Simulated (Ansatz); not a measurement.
Base system: TiC in the rock salt structure (space group Fm-3m, No. 225; a = 4.328 Å; relaxed with 0.1 eV smearing). Axes: x, y, z lie along the cube axes.

Structures relaxed with plane-wave PAW DFT at the r2SCAN level (Ansatz, a program for electronic structure, 500 eV), without spin-orbit coupling.

Base:

Simulated powder pattern, Cu Kα1, λ = 1.54056 Å (kinematic, ideal powder, no thermal factors, no anomalous dispersion; the 14 strongest lines at most, above 2 %, up to 2θ = 90°):

```json
[
 {"2θ (°)": "35.91", "I/Imax (%)": "87", "hkl": "(111)"},
 {"2θ (°)": "41.71", "I/Imax (%)": "100", "hkl": "(200)"},
 {"2θ (°)": "60.45", "I/Imax (%)": "57", "hkl": "(220)"},
 {"2θ (°)": "72.36", "I/Imax (%)": "30", "hkl": "(311)"},
 {"2θ (°)": "76.13", "I/Imax (%)": "18", "hkl": "(222)"}
]
```

After one change:

Simulated powder pattern, Cu Kα1, λ = 1.54056 Å (kinematic, ideal powder, no thermal factors, no anomalous dispersion; the 14 strongest lines at most, above 2 %, up to 2θ = 90°):

```tsv
2θ (°)	I/Imax (%)
36.27	100
41.71	79
42.96	36
60.45	22
61.42	42
72.58	23
74.34	11
77.00	20
```

### Question
Name the change that was made.
A) biaxial strain +4.44 %, plane normal [111], relaxed out of plane
B) uniaxial strain ε_zz = −2.78 %
C) biaxial strain +4.00 %, plane normal [001], relaxed out of plane
D) uniaxial strain ε_xx = −4.88 %

### Answer
B, uniaxial strain ε_zz = −2.78 %. Its volume per atom is 9.85 Å³ against 10.13 Å³, and its space group is I4/mmm (No. 139).

Stability against distortions was not tested. The final runs are not spin-polarised.
